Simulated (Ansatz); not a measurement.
Ansatz (an electronic-structure program) run on Pb (Fm-3m, 1 atom in the cell): self-consistent single point.

Computed with PBE, harder PAW files (source: ansatz) (plane waves; Ansatz).

```
CELL_PARAMETERS angstrom
      0.00000     2.48353     2.48353
      2.48353     0.00000     2.48353
      2.48353     2.48353     0.00000
ATOMIC_POSITIONS crystal
  Pb 0.00000 0.00000 0.00000
```

Reference input (self-consistent single point, DFT, PBE, plane waves, harder PAW files (source: ansatz)): basis.ecutwfc = 580 eV; kpoints.mp_grid.grid = 8 8 8; hamiltonian.xc = pbe; hamiltonian.pseudopotentials = {kind: paw, source: ansatz}; scf.occupations.method = cold; scf.occupations.width = 0.2 eV. This run's input differs from it in these lines:

Ansatz 0.2 input:
```diff
@@ -11,3 +11,3 @@
 kpoints:
-  mp_grid: { grid: [8, 8, 8] }
+  mp_grid: { grid: [6, 6, 6] }
 hamiltonian:
@@ -16,3 +16,3 @@
 scf:
-  occupations: { method: cold, width: 0.2 eV }
+  occupations: { method: cold, width: 0.1 eV }
 output:
```

The program printed (abridged):

```
SCF iter   1: F=—  HF=-15292.982881 eV  |F-HF|=—  |Δ(HF+E_count)|=         —  Δρ=8.75e-3  dr2=3.45e-2  ethr=3.10e-3  ⟨swp⟩=4.4  Hψ=1162  notcnv=0
all-band conjugate gradients solve this SCF's bands
preconditioner: auto → none
SCF iter   2: F=—  HF=-15292.972987 eV  |F-HF|=—  |Δ(HF+E_count)|=   9.89e-3  S|Δr|=    0.00e0  Δρ=3.73e-3  dr2=3.08e-3  ethr=1.57e-4  ⟨swp⟩=2.1  Hψ=523  notcnv=0  defer=3
   [... lines left out ...]
SCF iter   5: F=—  HF=-15292.972999 eV  |F-HF|=—  |Δ(HF+E_count)|=   1.03e-6  S|Δr|=    0.00e0  Δρ=1.03e-5  dr2=1.36e-8  ethr=4.55e-10  ⟨swp⟩=5.8  Hψ=1323  notcnv=0
SCF iter   6: F=-15292.972999 eV  HF=-15292.972999 eV  |F-HF|=1.55e-10  |Δ(HF+E_count)|=   1.93e-9  S|Δr|=    0.00e0  Δρ=9.23e-7  dr2=7.69e-11  ethr=6.19e-11  ⟨swp⟩=2.0  Hψ=750  notcnv=0
the last iteration of the SCF fills more bands at one k-point than at another …
SCF 1 converged in 6 iterations: F = -15292.972999 eV  dr2 = 7.69e-11
Stability not checked (fill_not_monotonic)
Free energy (F): -15292.972999 eV
Internal energy: -15292.976912 eV  (E = F + TS)
E sigma→0 (E₀):  -15292.974303 eV
Entropy (-TS):   0.003913 eV (3.913 meV/atom)
Fermi energy:    13.134123 eV
--- Forces (eV/Å), atoms counted from 1 ---
  atom   1  Pb     0.00000000    -0.00000000    -0.00000000
--- Stress (GPa, compression-positive) ---
        2.617313      -0.000000      -0.000000
        0.000000       2.617313      -0.000000
        0.000000       0.000000       2.617313
  P = ⅓ Tr σ = 2.6173 GPa (26.173 kbar)
  The stress holds the Pulay correction. Without it, at fixed plane waves, as pw.x and ABINIT print it: P = 2.6166 GPa
```

The run converged in 6 iterations. Against the reference run the free energy goes up by 114 meV/atom and the pressure goes from 1.99 to 2.62 GPa.

The starting cell comes from a database of computed structures (which also holds hypothetical and non-ambient phases and stackings), without a prior relaxation at this level. Its lattice was rescaled by a random factor within 2.5 % of one. Ansatz's pressure includes its estimate of the finite-basis (Pulay) stress.
